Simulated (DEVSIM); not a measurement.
Device: abrupt Ge n-p junction, at 300 K.

Layer 1 from the left is Ge, thickness (μm) 1.80, Nd (cm⁻³) 1.6e17, τn (s) 3.1e-5, τp (s) 3.1e-5. Layer 2 from the left is Ge, thickness (μm) 13.0, Na (cm⁻³) 1.6e14, τn (s) 3.1e-5, τp (s) 3.1e-5.

Left contact: ohmic. Right contact: ohmic. Voltage is applied to the left contact. Recombination: SRH at mid-gap. Mobility is constant in doping.

The device is made up for the run: typed textbook-type constants, with dimensions and the other settings drawn at random. Values at 300 K.

Ge: gap (eV) 0.664, affinity (eV) 4, permittivity 16, Nc (cm⁻³) 1.04e19, Nv (cm⁻³) 6e18, μn (cm²/Vs) 3900, μp (cm²/Vs) 1900.

Model (solved in DEVSIM): 1D drift-diffusion, Boltzmann statistics, complete ionisation; no tunnelling, impact ionisation, image-force lowering or self-heating.

Question: What does the simulation give for the potential step across the device at zero bias, the largest field in the device at zero bias, the dark forward voltage at 1 A/cm², the dark forward voltage at 100 A/cm²?

Answer: potential step across the device at zero bias 0.284 V; largest field in the device at zero bias 19000 V/cm; dark forward voltage at 1 A/cm² 0.093 V; dark forward voltage at 100 A/cm² 0.285 V.
